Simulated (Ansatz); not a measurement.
Consider Ca in the fcc (Cu type) structure (space group Fm-3m, No. 225; a = 5.569 Å; relaxed with 0.1 eV smearing).

Structures relaxed with r2SCAN/PAW in Ansatz (a first-principles code), no spin-orbit coupling, earlier PAW set.

Base:

Simulated powder pattern, Co Kα, λ = 1.79026 Å (kinematic, ideal powder, no thermal factors, no anomalous dispersion; the 8 strongest lines at most, above 2 %, up to 2θ = 90°):

```csv
2θ (°),I/Imax (%),hkl
32.33,100,(111)
37.51,50,(200)
54.09,32,(220)
64.44,37,(311)
67.68,10,(222)
80.03,4.7,(400)
88.96,15,(331)
```

One thing is altered: every lattice vector is shortened by 1.24 %; the atoms relax in the strained cell.

Problem. How do the reflections move or split?

Solution. 
Simulated powder pattern, Co Kα, λ = 1.79026 Å (kinematic, ideal powder, no thermal factors, no anomalous dispersion; the 8 strongest lines at most, above 2 %, up to 2θ = 90°):

| 2θ (°) | I/Imax (%) | hkl |
|---|---|---|
| 32.75 | 100 | (111) |
| 38.00 | 49 | (200) |
| 54.82 | 32 | (220) |
| 65.34 | 36 | (311) |
| 68.64 | 10 | (222) |
| 81.24 | 4.7 | (400) |

The indices refer to the base's conventional cell; one index is shown for lines that coincide.

Whether these cells are dynamically stable was not tested.
